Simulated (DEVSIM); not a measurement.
Structure: abrupt Si p-n junction, at 400 K.

Layer 1 from the left is Si, thickness (μm) 0.690, Na (cm⁻³) 2.7e18, τn (s) 0.00027, τp (s) 0.00027. Layer 2 from the left is Si, thickness (μm) 3.20, Nd (cm⁻³) 1.4e15, τn (s) 0.00027, τp (s) 0.00027.

Left contact: ohmic. Right contact: ohmic. Voltage is applied to the left contact. Recombination: SRH at mid-gap, radiative, Auger. Mobility is μmin + (μ − μmin)/(1 + (N/Nref)^α).

The device is made up for the run: typed textbook-type constants, with dimensions and the other settings drawn at random. Values at 300 K; Nc and Nv go as T^1.5, mobilities as T to minus their exponent, the gap by Varshni's rule with the affinity fixed.

Si: gap (eV) 1.124, affinity (eV) 4.05, permittivity 11.7, Nc (cm⁻³) 2.86e19, Nv (cm⁻³) 3.1e19, μn (cm²/Vs) 1417, μp (cm²/Vs) 470, μn,min 52, μp,min 45, Nref,n 9.7e16, Nref,p 2.2e17, αn 0.68, αp 0.72, T exponent of μn 2.3, T exponent of μp 2.2, B (cm³/s) 4.7e-15, Cn (cm⁶/s) 2.8e-31, Cp (cm⁶/s) 9.9e-32, Varshni α (eV/K) 0.000473, Varshni β (K) 636.

Problem. Estimate by hand the built-in potential, the peak field at zero bias, and compare with a numerical solution.

Solution. 
- Built-in potential: ni = √(Nc Nv) exp(−Eg/2kT) = 5.68e12 cm⁻³ with Eg = 1.096 eV; Vbi = kT/q ln(Na Nd/ni²) = 0.640 V; numerical 0.640 V.
- Peak field at zero bias: depletion approximation: W = √(2εVbi/(qN)) = 0.769 μm with N = 1.40e15 cm⁻³; field = 2Vbi/W = 16600 V/cm; numerical 104000 V/cm (estimate below by 84 %).

Model (solved in DEVSIM): 1D drift-diffusion, Boltzmann statistics, complete ionisation; no tunnelling, impact ionisation, image-force lowering or self-heating.
